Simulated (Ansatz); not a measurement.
We consider BSiCN (model structure, started from the AlSiCN type, P3m1, No. 156, 4 atoms in the cell), described by G0W0@PBEsol (Ansatz, a quantum-chemistry and plane-wave program, hard PAW, contour deformation).

The cell is the one relaxed with PBEsol. Conventional cell: a = 2.8613 Å, b = 2.8613 Å, c = 4.6340 Å, α = 90.00°, β = 90.00°, γ = 120.00°.

The quasiparticle gap at Γ at a fixed k mesh 3×3×2:

| response cutoff | value (eV) |
|---|---|
| 200 eV, 388 empty bands | 4.996 |
| 250 eV, 542 empty bands | 5.006 |
| 300 eV, 712 empty bands | 5.011 |
| 400 eV, 1097 empty bands | 5.016 |

Question: Taking the value to converge with the response cutoff E as E^(−3/2), extrapolate from the last two rows.

Answer: With y = y∞ + c/w and weights w = 5196 and 8000 for the last two rows, y∞ = (w2 y2 − w1 y1)/(w2 − w1) = (8000 × 5.016 − 5196 × 5.011)/2804 = 5.025 eV, which lies 0.009 beyond the last row. Successive pairs of rows give 5.031, 5.027, 5.025. The limit also hangs on the law assumed, so its last digits aren't firm.

The other settings are not extrapolated, so this is the limit in one setting alone.

At the last cutoff the smallest gap on this mesh is 3.68 eV, with an edge away from Γ.

A model structure was made by putting elements into a prototype or built by hand; it is no filed structure, need not be a known phase, and can be a saddle point held by its symmetry.
